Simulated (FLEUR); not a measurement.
## Equation of state of hcp Y (space group 194): energy against volume (FLEUR, PBE)

```yaml
crystal:
  lattice:
    - [3.58510, 0.00000, 0.00000]
    - [-1.79255, 3.10479, 0.00000]
    - [0.00000, 0.00000, 5.62812]
  atoms:
    - { symbol: Y, position: [0.66667, 0.33333, 0.75000] }
    - { symbol: Y, position: [0.33333, 0.66667, 0.25000] }
```

Method: FLEUR with PBE, all-electron FLAPW (FLEUR), scalar-relativistic valence. Settings: Kmax = 4.33 1/bohr; GmaxXC = 17.3 1/bohr; xcFunctional = pbe; jspins = 1; l_soc = F; mode = hist; fermiSmearingEnergy = 0.00183747 Htr; mesh (inpgen div1-3) = 15 15 8; inpgen gamma flag = true; Gmax = 17.3 1/bohr; numbands = 0; maxIterBroyd = 25; imix = Anderson; alpha = 0.05; precondParam = 0; minDistance = 1e-05 me/bohr^3. The cell above is the first row's. The rows scale it uniformly. In all rows fractional positions and the k mesh are held. E is the free energy at the stated smearing, counted from the lowest row.

| V (Å^3/atom) | E (meV/atom) |
|---|---|
| 31.323 | ? |
| 32.004 | 2.93 |
| 32.685 | 0.00 |
| 33.366 | 0.74 |
| 34.047 | 4.86 |
| 34.728 | 12.08 |
| 35.409 | 22.15 |
| 36.090 | 34.82 |
| 36.771 | 49.89 |

The 8 complete rows are fitted with the third-order Birch-Murnaghan form, a cubic in V^(-2/3), E against V. With u = V^(-2/3) - 0.0947, the rows have u = 0.0045043, 0.0031215, 0.0017859, 0.0004950, -0.0007536, -0.0019620, -0.0031323, -0.0042664. Least squares gives E = 7.341 - 5515.3·u + 1026509·u² - 4308442·u³. Residuals (row less fit): -0.001, 0.004, -0.001, -0.002, -0.002, 0.004, 0.000, -0.001; standard error 0.003 (degrees of freedom: 4). Its minimum lies at u = 0.0027335, so V0 = (0.0974335)^(-3/2) = 32.88. There d²E/du² = 1982000 and d³E/du³ = -2.585e7, so B0 = (4/9) × 32.88^(-7/3) × 1982000 × 0.160218 = 40.8 GPa (the last factor turns the table's units into GPa), and B0' = 4 + (2/3) × 0.0974335 × (-2.585e7)/1982000 = 3.2.

Task: What does the fit predict for E at V = 31.323, and how far is the calculated value from it?

Result: u = 0.0059370, so E = 7.341 - 5515.3 × 0.0059370 + 1026509 × 0.0059370² - 4308442 × 0.0059370³ = 9.877 meV/atom. The calculation gives 9.84 meV/atom, 0.037 meV/atom below the prediction (0.1 % of the range of E in the table). The row lies outside the fitted rows, so this is an extrapolation. From the scatter of the fitted rows alone, a prediction at this place has a standard error of 0.010 meV/atom, so the miss is 3.8 times that.

Carrying the step between the two nearest rows on in a straight line would have given 5.86, off by 3.98; series whose last step already gives the withheld value aren't shown. The scan was laid around a cell of about the measured size, scaled by a guess for this functional; axis ratios and inner coordinates come from that cell. The runs keep the symmetry of the cell, so they don't test it for distortions. Values depend on the basis (sphere radii, cutoffs, local orbitals), which need not be converged. The shape of the cell and the inner coordinates aren't relaxed, so V0 and B0 belong to this uniform scaling; a relaxed crystal lies no higher in energy and is usually softer. Cutoffs and mesh are single choices, not tested for convergence of this quantity. Series with a scatter that would blur these digits, or in which a gap closes, are not shown. Nor are scans whose minimum lies at an end fitted in this form.

Terms beyond the fitted order, or numerical noise in single rows, can give a miss of this size; the table doesn't tell which.
